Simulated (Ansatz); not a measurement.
Start from Ga₂O₃ in the corundum structure (space group R-3c, No. 167).

```
CELL_PARAMETERS angstrom
      2.52897     1.46010     4.54140
     -2.52897     1.46010     4.54140
      0.00000    -2.92020     4.54140
ATOMIC_POSITIONS crystal
  Ga 0.35584 0.35584 0.35584
  Ga 0.14416 0.14416 0.14416
  Ga 0.64416 0.64416 0.64416
  Ga 0.85584 0.85584 0.85584
  O  0.55310 0.94690 0.25000
  O  0.25000 0.55310 0.94690
  O  0.94690 0.25000 0.55310
  O  0.44690 0.05310 0.75000
  O  0.75000 0.44690 0.05310
  O  0.05310 0.75000 0.44690
```

All numbers come from Ansatz (a quantum-chemistry and plane-wave program) PBE, no spin-orbit coupling, earlier PAW set.

One change was made to it. Results:

The band gap increases by 2.41 eV to 4.82 eV; the electron mass changes from 0.21 mₑ (at Γ) to 0.35 mₑ along c, 0.31 mₑ across (at Γ); the c/a ratio shrinks by 0.113, from 2.694 to 2.581; the volume per atom shrinks by 2.066 Å³ to 8.00 Å³; the width of the top valence band goes up by 0.14 eV, from 0.43 eV to 0.57 eV.

Problem. Which change produced these results?
A) pressure 75 GPa
B) pressure 30 GPa
C) pressure −1 GPa
D) pressure 3 GPa

Solution. A, pressure 75 GPa. For comparison, the band gap in the other runs: pressure 30 GPa gives 3.64 eV; pressure −1 GPa gives 2.36 eV; pressure 3 GPa gives 2.56 eV.

Load acts through the strain it causes; cell and atoms are relaxed under it. Effective masses come from finite differences of ±0.01 Å⁻¹. No phonon test of stability was made. No other phases were tried under pressure.
